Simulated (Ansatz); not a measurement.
Defect migration in amorphous Si20P2O45 (a melt-quenched model of 67 atoms): interstitial Cu, charge state +1. The step: a concerted move, in which Cu travels most; the atom moves 1.69 Å along (-0.13, -0.08, 0.08) of the unit cell; the moving atom starts with neighbours O at 1.82, O at 1.88 Å and ends with O at 1.86, O at 1.97 Å. A PBE band in Ansatz (plane-wave PAW, the Γ point alone, 67 host sites, 32 SCF runs with any check of the saddle's order, static, no finite-size correction) gives a forward barrier of 0.57 eV. The saddle point's order was not checked. The charge state is imposed; whether it is stable for some Fermi level was not computed. Sites that were not tried may lie lower.

Single points at the band's start and saddle point can refine it. Rough cost of one point, in units of the band's mean SCF on the same machine:

| Level | Cost of one point |
|---|---|
| PBE, a 2×2×2 k-point mesh shifted by half a step | about 8 |
| r2SCAN at 500 eV, the Γ point alone | about 4 |
| HSE06, Γ point alone | about 10 |

Task: Which of these move the barrier by more than 0.1 eV, and how far does each move it?

Result: Not one does. PBE, a 2×2×2 k-point mesh shifted by half a step: 0.00 eV; r2SCAN at 500 eV, the Γ point alone: -0.02 eV; HSE06, Γ point alone: -0.04 eV. Each functional is compared with PBE at the same k-points.

Ansatz is a program for electronic structure.
